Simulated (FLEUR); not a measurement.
FLEUR run on Fe₃Ge (Fm-3m, 4 atoms in the cell): self-consistent single point.

Level of theory: PBEsol, all-electron FLAPW (FLEUR), scalar-relativistic valence run with FLEUR.

```
CELL_PARAMETERS angstrom
      0.00000     2.81347     2.81347
      2.81347     0.00000     2.81347
      2.81347     2.81347     0.00000
ATOMIC_POSITIONS crystal
  Fe 0.50000 0.50000 0.50000
  Fe 0.25000 0.25000 0.25000
  Fe 0.75000 0.75000 0.75000
  Ge 0.00000 0.00000 0.00000
```
Moments meant for the start (each program seeds them in its own way; μB, in the order of the atoms Fe Fe Fe Ge): 4.0 4.0 4.0 0.0.

Reference input (self-consistent single point, DFT, PBEsol, all-electron FLAPW (FLEUR), scalar-relativistic valence): Kmax = 3.8 1/bohr; GmaxXC = 13.3 1/bohr; xcFunctional = PBEs; jspins = 2; l_soc = F; mode = hist; fermiSmearingEnergy = 0.00499791 Htr; mesh (inpgen div1-3) = 9 9 9; inpgen gamma flag = false; Gmax = 13.3 1/bohr; numbands = 0; maxIterBroyd = 99. This run's input differs from it in these lines:

```diff
@@ -17,3 +17,3 @@
 &exco xctyp='PBEs' /
-&kpt div1=9 div2=9 div3=9 /
+&kpt div1=5 div2=5 div3=5 /
 &end /
```

Output (repeated stretches shortened):

```
 Iteration:     1   Distance:      39.59684143 me/bohr^3
 Iteration:     2   Distance:      38.09132159 me/bohr^3
 Iteration:     3   Distance:      12.48990790 me/bohr^3
 Iteration:     4   Distance:      11.02361109 me/bohr^3
 Iteration:     5   Distance:       5.84790184 me/bohr^3
   [... 18 lines left out ...]
 Iteration:    24   Distance:       0.00017313 me/bohr^3
 Iteration:    25   Distance:       0.00007075 me/bohr^3
 Iteration:    26   Distance:       0.00001273 me/bohr^3
 Iteration:    27   Distance:       0.00000265 me/bohr^3
 Run finished successfully
 Stop message:
   Structural relaxation: Done

[file out, last iteration]
             iter=     28
[...]
          total density-effective poten   -9.4052758043E+03
          total charge density-energy d   -2.4266481169E+02
 Updated energy parameters for spin:           1
 Updated energy parameters for spin:           2
[...]
 fermi energy and band-weighting factors:

[...]
FERMIE:
          first approx. to ef    (T=0)  :   0.449905 htr   (energy of the highest occ. eigenvalue)
          number of occ. states  (T=0)  :        615
          first approx. to seigv (T=0)  : -38.432633 htr
          sum of weights of occ. states :  62.008000
          sum of semicore charge        :   0.000000 e
FERHIS:  Fermi-Energy by histogram:
          bandgap                     :   0.003985 htr
   [... lines left out ...]
          charge neutrality (T=0)     :   0.008000    (zero if the highest occ. eigenvalue is "entirely" occupied)
     EF_NEWTON:  Adjust Fermi-Energy by Newton-Method.
 Direct bandgap for spin            1 :    1.4532488452709047E-002  Htr
 Direct bandgap for spin            2 :    1.1126046586573679E-002  Htr
 ---->    free energy=                     -5912.4991021732 htr
   [... lines left out ...]
 TOTAL FORCE FOR ATOM TYPE=  1  X=  5.317   Y=  5.317   Z=  5.317
                       FX_TOT= 0.000000 FY_TOT= 0.000000 FZ_TOT= 0.000000
 TOTAL FORCE FOR ATOM TYPE=  2  X=  2.658   Y=  2.658   Z=  2.658
                       FX_TOT= 0.000000 FY_TOT= 0.000000 FZ_TOT= 0.000000
 TOTAL FORCE FOR ATOM TYPE=  3  X=  0.000   Y=  0.000   Z=  0.000
                       FX_TOT= 0.000000 FY_TOT= 0.000000 FZ_TOT= 0.000000
 Structural relaxation: Done
```

The run converged in 27 iterations. FLEUR gives forces in its relaxation mode, with a further iteration, so its stop message speaks of a relaxation. 

The starting cell comes from a database of computed structures (which also holds hypothetical and non-ambient phases and stackings), without a prior relaxation at this level. Its lattice was rescaled by a random factor within 2.5 % of one. The magnetic order is the one reached from the typed start; others were not searched systematically. Values depend on the basis (sphere radii, cutoffs, local orbitals), which need not be converged. The log's line on a gap gives a spacing of levels on this mesh, which the program prints for metals too.

These are the values that this program gave, and no reference: the default basis lacks the next d shell.

Cost on one core of a shared machine: roughly 90 s.
